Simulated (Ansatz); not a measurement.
Consider NaI in the rock salt structure (space group Fm-3m, No. 225; a = 6.4021 Å). Axes: x, y, z lie along the cube axes.

One thing is altered: uniaxial strain ε_zz = +0.50 %, all other strain components held at zero; the atoms relax in the strained cell.

Method: DFT with PBEsol, PAW potentials and a 420 eV plane-wave cutoff in Ansatz (a quantum-chemistry and plane-wave program), no spin-orbit coupling.

Task: Give the band edges at the high-symmetry points of the new zone, measured from its valence-band maximum.

Result: 
```json
[
 {"point": "Γ", "valence edge (eV)": "0.00", "conduction edge (eV)": "3.58"},
 {"point": "X", "valence edge (eV)": "-0.79", "conduction edge (eV)": "4.46"},
 {"point": "P", "valence edge (eV)": "-0.99", "conduction edge (eV)": "5.84"},
 {"point": "N", "valence edge (eV)": "-0.30", "conduction edge (eV)": "4.96"},
 {"point": "M", "valence edge (eV)": "-0.79", "conduction edge (eV)": "4.47"},
 {"point": "S", "valence edge (eV)": "-0.64", "conduction edge (eV)": "5.18"},
 {"point": "S₀", "valence edge (eV)": "-0.64", "conduction edge (eV)": "5.18"},
 {"point": "R", "valence edge (eV)": "-1.00", "conduction edge (eV)": "5.87"},
 {"point": "G", "valence edge (eV)": "-1.00", "conduction edge (eV)": "5.87"}
]
```

The gap is 3.58 eV, direct at Γ.

With I present, leaving out spin-orbit coupling can change the band edges. Stability against distortions was not tested. Labels are those of the standard path for the cell's own space group.
